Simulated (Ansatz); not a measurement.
```yaml
crystal:
  lattice:
    - [2.82407, 0.00000, 0.00000]
    - [0.00000, 2.82407, 0.00000]
    - [0.00000, 0.00000, 4.13587]
  atoms:
    - { symbol: Ti, position: [0.00000, 0.00000, 0.00000] }
    - { symbol: Al, position: [0.50000, 0.50000, 0.50000] }
```

No spin polarisation.

The values are results of PBE/PAW in Ansatz (a quantum-chemistry and plane-wave program), scalar-relativistic without spin-orbit coupling, not measurements. Γ-centred 20×20×14 mesh, Fermi–Dirac width 0.1 eV.

**Question.** Predict the band gap, stress and space group.

**Answer.** 
- Band gap: zero
- Stress (xx, yy, zz, yz, xz, xy; compression positive): (-1.2, -1.2, -2.5, 0.0, 0.0, 0.0) GPa
- Space group: P4/mmm (No. 123)

The cells carry an imposed strain or load. Whether these cells are dynamically stable was not tested. All final runs are without spin polarisation. The cell was made from TiAl (space group P4/mmm, No. 123) by this change: uniaxial strain ε_zz = +1.50 %.
